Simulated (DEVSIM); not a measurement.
Structure: Si p-i-n diode, at 300 K.

| layer (left to right) | material | thickness (μm) | Nd (cm⁻³) | Na (cm⁻³) | τn (s) | τp (s) |
|---|---|---|---|---|---|---|
| 1 | Si | 0.570 | - | 2.3e17 | 4.9e-7 | 4.9e-7 |
| 2 | Si | 9.70 | 1.7e11 | - | 4.9e-7 | 4.9e-7 |
| 3 | Si | 0.480 | 1.3e17 | - | 4.9e-7 | 4.9e-7 |

Left contact: ohmic. Right contact: ohmic. Voltage is applied to the left contact. Recombination: SRH at mid-gap, radiative, Auger. Mobility is μmin + (μ − μmin)/(1 + (N/Nref)^α).

This is a model device: material constants are rounded textbook-type values typed into the input, and sizes, dopings and lifetimes were drawn at random. Values at 300 K.

| parameter | Si |
|---|---|
| gap (eV) | 1.124 |
| affinity (eV) | 4.05 |
| permittivity | 11.7 |
| Nc (cm⁻³) | 2.86e19 |
| Nv (cm⁻³) | 3.1e19 |
| μn (cm²/Vs) | 1417 |
| μp (cm²/Vs) | 470 |
| μn,min | 52 |
| μp,min | 45 |
| Nref,n | 9.7e16 |
| Nref,p | 2.2e17 |
| αn | 0.68 |
| αp | 0.72 |
| B (cm³/s) | 4.7e-15 |
| Cn (cm⁶/s) | 2.8e-31 |
| Cp (cm⁶/s) | 9.9e-32 |

DEVSIM, 1D drift-diffusion, Boltzmann statistics, complete ionisation; no tunnelling, impact ionisation, image-force lowering or self-heating.

The doping Na of layer 1 was swept, all else fixed.

```json
[
 {"doping Na of layer 1 (cm^-3)": "6.9e15", "dark forward voltage at 100 A/cm² (V)": "0.728", "potential step across the device at zero bias (V)": "0.767", "dark forward voltage at 1 A/cm² (V)": "0.537"},
 {"doping Na of layer 1 (cm^-3)": "2.3e16", "dark forward voltage at 100 A/cm² (V)": "0.733", "potential step across the device at zero bias (V)": "0.798", "dark forward voltage at 1 A/cm² (V)": "0.564"},
 {"doping Na of layer 1 (cm^-3)": "6.9e16", "dark forward voltage at 100 A/cm² (V)": "[?]", "potential step across the device at zero bias (V)": "0.827", "dark forward voltage at 1 A/cm² (V)": "[?]"},
 {"doping Na of layer 1 (cm^-3)": "2.3e17", "dark forward voltage at 100 A/cm² (V)": "0.760", "potential step across the device at zero bias (V)": "0.858", "dark forward voltage at 1 A/cm² (V)": "0.613"},
 {"doping Na of layer 1 (cm^-3)": "6.9e17", "dark forward voltage at 100 A/cm² (V)": "0.776", "potential step across the device at zero bias (V)": "0.886", "dark forward voltage at 1 A/cm² (V)": "0.624"},
 {"doping Na of layer 1 (cm^-3)": "2.3e18", "dark forward voltage at 100 A/cm² (V)": "0.786", "potential step across the device at zero bias (V)": "0.917", "dark forward voltage at 1 A/cm² (V)": "0.628"},
 {"doping Na of layer 1 (cm^-3)": "6.9e18", "dark forward voltage at 100 A/cm² (V)": "0.789", "potential step across the device at zero bias (V)": "0.946", "dark forward voltage at 1 A/cm² (V)": "0.629"}
]
```

Question: What belongs in the gaps?

Answer: 
- 6.9e16, dark forward voltage at 100 A/cm² (V): 0.742
- 6.9e16, dark forward voltage at 1 A/cm² (V): 0.589
